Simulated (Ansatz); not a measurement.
**How far a parabola holds: energy against volume of cubic perovskite SrVO3**

We consider cubic perovskite SrVO3, described by r²SCAN in Ansatz (PAW). Numerical settings: plane-wave cutoff 560 eV, 14×14×14 k mesh, Fermi–Dirac smearing 0.05 eV, no spin polarisation, scalar-relativistic PAW data made under PBE. The cell has no free parameter but its volume, all volumes share cutoff and mesh, and the runs aren't spin-polarised. Energies are free energies at the run's smearing, counted from the lowest row; static lattice.

| V (Å³/atom) | E (meV/atom) |
|---|---|
| 10.546 | ? |
| 10.770 | 12.19 |
| 10.995 | 2.94 |
| 11.219 | 0.00 |
| 11.443 | 2.72 |
| 11.668 | 10.53 |

The 5 complete rows are fitted with a parabola, E against V. With u = V - 11.22, the rows have u = -0.45000, -0.22500, -0.00100, 0.22300, 0.44800. Least squares gives E = 0.000 - 1.465·u + 56.341·u². Residuals (row less fit): 0.122, -0.242, -0.002, 0.245, -0.122; standard error 0.272 (degrees of freedom: 2). The fitted curve has its minimum at V = 11.2, where E = -0.01. Its curvature is d²E/dV² = 2 × 56.341 meV/Å⁶, so B = V0·d²E/dV² × 0.1602 = 203 GPa.

Problem. Predict the withheld E at V = 10.546 from the fit, and compare with the calculation.

Solution. u = -0.67400, so E = 0.000 - 1.465 × (-0.67400) + 56.341 × (-0.67400)² = 26.582 meV/atom. The calculation gives 28.48 meV/atom, 1.898 meV/atom above the prediction (6.7 % of the range of E in the table). The row lies outside the fitted rows, so this is an extrapolation. From the scatter of the fitted rows alone, a prediction at this place has a standard error of 0.643 meV/atom, so the miss is 3.0 times that.

The residuals are curvature that a parabola lacks, not noise. A solid that stiffens under compression and softens on expansion lies above the parabola at the compressed end and under it at the expanded end, as this row does. A third-order Birch-Murnaghan fit to the whole scan has B0 = 202 GPa. Only scans are tabulated whose curvature falls smoothly with volume, and where the parabola meets the shown rows within 5 % of their range and misses the end by 0.1 meV or more.

Note: the relaxation could not lower the start's symmetry, so the cell can be a saddle point above a distorted one.

Ansatz is a quantum-chemistry and plane-wave program.
